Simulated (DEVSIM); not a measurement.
**illuminated Si p-on-n cell, one wavelength, with a back-surface field**

Structure: illuminated Si p-on-n cell, one wavelength, with a back-surface field, at 250 K.

| layer (left to right) | material | thickness (μm) | Nd (cm⁻³) | Na (cm⁻³) | τn (s) | τp (s) | absorption coefficient (cm⁻¹) |
|---|---|---|---|---|---|---|---|
| 1 | Si | 0.100 | - | 8.9e17 | 5.3e-5 | 1.1e-5 | 8700 |
| 2 | Si | 84.0 | 7.3e15 | - | 0.00011 | 0.00011 | 8700 |
| 3 | Si | 1.40 | 1.1e18 | - | 0.00011 | 0.00011 | 8700 |

Left contact: ohmic, minority electron recombination velocity 700 cm/s. Right contact: ohmic, minority hole recombination velocity 2e5 cm/s. Voltage is applied to the left contact. Recombination: SRH at mid-gap, radiative, Auger. Light enters at the left, 5.4e16 photons cm⁻² s⁻¹, one pass, no reflection. Mobility is μmin + (μ − μmin)/(1 + (N/Nref)^α).

This is a model device: material constants are rounded textbook-type values typed into the input, and sizes, dopings and lifetimes were drawn at random. Values at 300 K; Nc and Nv go as T^1.5, mobilities as T to minus their exponent, the gap by Varshni's rule with the affinity fixed.

| parameter | Si |
|---|---|
| gap (eV) | 1.124 |
| affinity (eV) | 4.05 |
| permittivity | 11.7 |
| Nc (cm⁻³) | 2.86e19 |
| Nv (cm⁻³) | 3.1e19 |
| μn (cm²/Vs) | 1417 |
| μp (cm²/Vs) | 470 |
| μn,min | 52 |
| μp,min | 45 |
| Nref,n | 9.7e16 |
| Nref,p | 2.2e17 |
| αn | 0.68 |
| αp | 0.72 |
| T exponent of μn | 2.3 |
| T exponent of μp | 2.2 |
| B (cm³/s) | 4.7e-15 |
| Cn (cm⁶/s) | 2.8e-31 |
| Cp (cm⁶/s) | 9.9e-32 |
| Varshni α (eV/K) | 0.000473 |
| Varshni β (K) | 636 |

Model (solved in DEVSIM): 1D drift-diffusion, Boltzmann statistics, complete ionisation; no tunnelling, impact ionisation, image-force lowering or self-heating.

* **Potential step across the device at zero bias**: 1.001 V
* **Dark forward voltage at 1 A/cm²**: 0.826 V
* **Dark forward voltage at 100 A/cm²**: 0.951 V
* **Short-circuit current**: 8.64 mA/cm²
* **Open-circuit voltage**: 0.715 V
* **Fill factor**: 0.87
* **Largest power**: 5.36 mW/cm²
* **Share of generated pairs collected at short circuit**: 0.998

Small-signal capacitance in reverse bias (quasi-static):

```tsv
V (V)	C (nF/cm²)
-0.04	26.3
-0.1	25.4
-0.2	24.1
-0.3	23.0
-0.4	22.1
-0.6	20.5
-0.8	19.2
-1	18.1
-1.3	16.8
-1.6	15.7
-2	14.5
```

Dark forward current:

```csv
V (V),J (A/cm²)
0.05,3.4e-13
0.10,1.4e-12
0.15,4.9e-12
0.20,1.7e-11
0.25,5.9e-11
0.35,1.0e-9
0.40,6.0e-9
0.45,4.7e-8
0.50,4.3e-7
0.55,4.2e-6
0.60,4.2e-5
0.65,0.00042
0.70,0.0043
0.75,0.041
0.80,0.34
0.90,17
0.95,96
1.00,450
1.05,1600
1.10,3700
```
